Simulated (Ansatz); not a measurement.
**SnO2: response to strain**

Base system: SnO₂ in the rutile structure (space group P4_2/mnm, No. 136).

```
CELL_PARAMETERS angstrom
      4.76854     0.00000     0.00000
      0.00000     4.76854     0.00000
      0.00000     0.00000     3.21140
ATOMIC_POSITIONS crystal
  Sn 0.00000 0.00000 0.00000
  Sn 0.50000 0.50000 0.50000
  O  0.30630 0.30630 0.00000
  O  0.80630 0.19370 0.50000
  O  0.19370 0.80630 0.50000
  O  0.69370 0.69370 0.00000
```

Cartesian axes are those of the cell as printed.

Strains are applied to the cell and any free atomic positions relax.

Computed with Kohn–Sham DFT with the PBEsol functional, run in Ansatz (a program for electronic structure) with PAW and 420 eV plane waves, no spin-orbit coupling, earlier PAW set.

Candidates:
(a) uniaxial strain ε_zz = +3.48 %
(b) uniaxial strain ε_zz = −0.67 %
(c) strain tensor (xx, yy, zz, yz, xz, xy) = (+0.50, +1.55, −3.50, −0.08, +0.79, +0.36) %

Base values:

| Item | Result |
|---|---|
| Band gap | 0.92 eV |

### Question
Order them by band gap, highest first.

### Answer
(c) strain tensor (xx, yy, zz, yz, xz, xy) = (+0.50, +1.55, −3.50, −0.08, +0.79, +0.36) % (1.21 eV), (b) uniaxial strain ε_zz = −0.67 % (1.02 eV), (a) uniaxial strain ε_zz = +3.48 % (0.45 eV)

Whether these cells are dynamically stable was not tested.
